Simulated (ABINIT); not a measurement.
ABINIT run on BeS (F-43m, 2 atoms in the cell): self-consistent single point.

Level of theory: PBE, norm-conserving pseudopotentials (PseudoDojo nc-sr-05 PBE standard) (plane waves; ABINIT).

```
BeS
1.0
    0.00000     2.48044     2.48044
    2.48044     0.00000     2.48044
    2.48044     2.48044     0.00000
Be S
1 1
Cartesian
  0.00000   0.00000   0.00000
  3.72067   3.72067   3.72067
```

Reference input (self-consistent single point, DFT, PBE, plane waves, norm-conserving pseudopotentials (PseudoDojo nc-sr-05 PBE standard)): pseudos = [Be.upf, S.upf]; ecut = 44 Ha; ixc = 11; occopt = 7; tsmear = 0.05 eV; ngkpt = 8 8 8; nshiftk = 1; shiftk = 0 0 0; potentials = PseudoDojo nc-sr-05 PBE standard; nband = 10; kptopt = 1; nstep = 60. This run's input differs from it in these lines:

```diff
@@ -21,3 +21,3 @@
 kptopt 1
-ngkpt 8 8 8
+ngkpt 5 5 5
 nshiftk 1
```

Log, with long lists cut:

```
--- !BeginCycle
solver: {iscf: 7, nstep: 60, nline: 4, wfoptalg: 0, }
tolerances: {tolvrs: 1.00E-11, }
...

     iter   Etot(hartree)      deltaE(h)  residm     vres2
 ETOT  1  -25.020445503814    -2.502E+01 4.978E-02 2.537E+01
 ETOT  2  -25.035619096978    -1.517E-02 2.342E-03 3.119E+00
 ETOT  3  -25.035973341518    -3.542E-04 2.466E-04 8.017E-02
 ETOT  4  -25.035979602925    -6.261E-06 1.648E-04 1.323E-03
 ETOT  5  -25.035979668723    -6.580E-08 1.881E-05 5.351E-05
 ETOT  6  -25.035979670190    -1.468E-09 1.500E-05 2.047E-06
 ETOT  7  -25.035979670253    -6.241E-11 1.803E-06 2.615E-08
 ETOT  8  -25.035979670254    -8.171E-13 1.581E-06 1.102E-09
 ETOT  9  -25.035979670254     4.974E-14 1.912E-07 1.795E-11
 ETOT 10  -25.035979670253     3.801E-13 1.741E-07 1.327E-13
 At SCF step   10       vres2   =  1.33E-13 < tolvrs=  1.00E-11 =>converged.

 Cartesian components of stress tensor (hartree/bohr^3)
  sigma(1 1)=  1.40586260E-04  sigma(3 2)=  0.00000000E+00
  sigma(2 2)=  1.40586260E-04  sigma(3 1)=  0.00000000E+00
  sigma(3 3)=  1.40586260E-04  sigma(2 1)=  0.00000000E+00

 ----iterations are completed or convergence reached----

 reduced coordinates (array xred) for    2 atoms
       0.000000000000      0.000000000000      0.000000000000
       0.750000000000      0.750000000000      0.750000000000
 cartesian forces (eV/Angstrom) at end:
    1     -0.00000000000000    -0.00000000000000     0.00000000000000
    2      0.00000000000000     0.00000000000000    -0.00000000000000
 frms,max,avg= 5.5237765E-30 8.6540946E-30   0.000E+00  0.000E+00  0.000E+00 e/A
   [... lines left out ...]
 Fermi (or HOMO) energy (eV) =   6.39972   Average Vxc (eV)=  -9.66158
   [... lines left out ...]
total_energy        : -2.50359796702531E+01
total_energy_eV     : -6.81263653118415E+02
band_energy         : -7.57053839262257E+00
...

-Cartesian components of stress tensor (GPa)         [Pressure= -4.1362E+00 GPa]
- sigma(1 1)=  4.13618987E+00  sigma(3 2)=  0.00000000E+00
- sigma(2 2)=  4.13618987E+00  sigma(3 1)=  0.00000000E+00
- sigma(3 3)=  4.13618987E+00  sigma(2 1)=  0.00000000E+00

 Calculation completed.
```

The run converged in 10 iterations. Against the reference run the free energy goes up by 4.9 meV/atom, the pressure goes from -4.25 to -4.14 GPa and the gap on the mesh goes from 3.254 to 3.520 eV.

The starting cell comes from a database of computed structures (which also holds hypothetical and non-ambient phases and stackings), without a prior relaxation at this level. Its lattice was rescaled by a random factor within 2.5 % of one. With a pressure of about -4 GPa the cell is away from its equilibrium volume at this level. Another mesh or the band path of this cell gives a smaller gap, so this value is not converged in the mesh.
